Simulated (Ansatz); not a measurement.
## Mo: uniaxial strain ε_zz = +1.50 %

Start from Mo in the bcc (W type) structure (space group Im-3m, No. 229; a = 3.1115 Å; relaxed with 0.1 eV smearing). Axes: x, y, z lie along the cube axes.

It is then changed as follows: the cell is stretched by 1.50 % along z with no lateral relaxation, atoms relaxed at fixed cell.

The values are results of LDA/PAW in Ansatz (an electronic-structure program), no spin-orbit coupling, not measurements. k-mesh 30×30×30 (Γ-centred); smearing 0.1 eV (Fermi–Dirac).

```tsv
quantity	base	changed	shift
space group	Im-3m (No. 229)	I4/mmm (No. 139)	–
energy relative to the base (free energy F)	0 meV/atom	+5.3 meV/atom	+5.3 meV/atom
band gap	zero	zero	–
stress (xx, yy, zz, yz, xz, xy; compression positive)	–	(-2.6, -2.6, -7.3, 0.0, 0.0, 0.0) GPa	–
```

No phonon test of stability was made. All final runs are without spin polarisation.
